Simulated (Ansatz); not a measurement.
The starting structures come from a database of crystals and need not be the phases stable at ambient conditions.

Inside the gap of an insulator the Bloch states are evanescent, with a wavenumber k + iκ along the transport direction.

Here is the system:

```xyz
2
Lattice="3.6543 0.0000 0.0000 -1.8271 3.1647 0.0000 1.8271 -1.0549 2.9837" Properties=species:S:1:pos:R:3 pbc="T T T"
Be     0.0000     0.0000     0.0000
Se     0.0000     2.1098     0.7459
```

The cell is taken as given; by LDA it stands under a pressure of -3.9 GPa.

Transport runs along the normal of the first two printed cell vectors, the (111) plane of the conventional cell.

The gap is the functional's own. No spin-orbit coupling. Mid-gap values are those at the computed energy nearest the middle.

Predict the band gap and the smallest decay constant κ at mid-gap from LDA run with Ansatz (a program for electronic structure).

Gap 2.51 eV on a 10×10×10 mesh; κ = 0.183 1/Å, at the zone centre.
